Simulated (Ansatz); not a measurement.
Seebeck coefficient (μV/K, mean over directions) of n-type WS$_{2}$ (P6_3/mmc) against carrier density, PBEsol+D3BJ with spin-orbit coupling, rigid bands in Ansatz (an electronic-structure program). Computed gap 0.61 eV; densities at which minority carriers matter at this gap, or further valleys turn the trend, are left out. Conductivity mass 0.46 mₑ (harmonic mean over directions), N_c = 4.7e19 cm⁻³ at 300 K.

```
electron density  300 K  500 K
----------------  -----  -----
1e18 cm⁻³          -544   -611
3e18 cm⁻³           [?]   -517
1e19 cm⁻³          -347   -414
3e19 cm⁻³           [?]   -321
1e20 cm⁻³           [?]   -222
3e20 cm⁻³           -94   -142
1e21 cm⁻³           -46    -74
```

Question: What belongs in the gaps?

Answer: 
- 3e18 cm⁻³, 300 K: -450
- 3e19 cm⁻³, 300 K: -256
- 1e20 cm⁻³, 300 K: -163

Rigid bands with a gap fixed in temperature, one relaxation time for all states, no polarons or phonon drag, and whether or not such doping can be reached. Geometry: cell and atoms relaxed with PBEsol+D3(BJ).

PBEsol with a dispersion correction tends to overbind, so the cell can be several per cent short, in bad cases over ten, which usually narrows a gap: WS2 (P6_3/mmc).
